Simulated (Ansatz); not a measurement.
## WS2 (within 0.1 Å of P6₃/mmc, No. 194, 12 atoms in the cell; start mp-1028441)

Method: r²SCAN+rVV10 (Ansatz, an electronic-structure program, PAW).

Numerical settings: plane-wave cutoff 560 eV, 12×12×1 k mesh (along the axes of the cell as run), Fermi–Dirac smearing 0.01 eV, no spin polarisation, scalar-relativistic PAW data made under PBE.

Cell (relaxed at this level):

```cif
data_S8W4
_chemical_formula_sum 'W4 S8'
_space_group_name_H-M_alt 'P 1'
_space_group_IT_number 1
_cell_length_a 3.16991
_cell_length_b 3.16991
_cell_length_c 24.99330
_cell_angle_alpha 90.000
_cell_angle_beta 90.000
_cell_angle_gamma 120.000
loop_
_space_group_symop_operation_xyz
  'x, y, z'
loop_
_atom_site_label
_atom_site_type_symbol
_atom_site_fract_x
_atom_site_fract_y
_atom_site_fract_z
_atom_site_occupancy
W1 W 0.66667 0.33333 0.37507 1
W2 W 0.33333 0.66667 0.62493 1
W3 W 0.66667 0.33333 0.87500 1
W4 W 0.33333 0.66667 0.12500 1
S1 S 0.66667 0.33333 0.06248 1
S2 S 0.33333 0.66667 0.93752 1
S3 S 0.66667 0.33333 0.56240 1
S4 S 0.33333 0.66667 0.43760 1
S5 S 0.33333 0.66667 0.31255 1
S6 S 0.66667 0.33333 0.68745 1
S7 S 0.33333 0.66667 0.81247 1
S8 S 0.66667 0.33333 0.18753 1
```

band gap: 1.13 eV
smallest direct gap on the k points sampled: 1.90 eV
Γ–Γ gap: 2.43 eV

Spin–orbit coupling is not included.

Cost on a shared machine: around 90 core-seconds (rough).

A start named mp-… is a Materials Project structure, which need not be a measured phase.
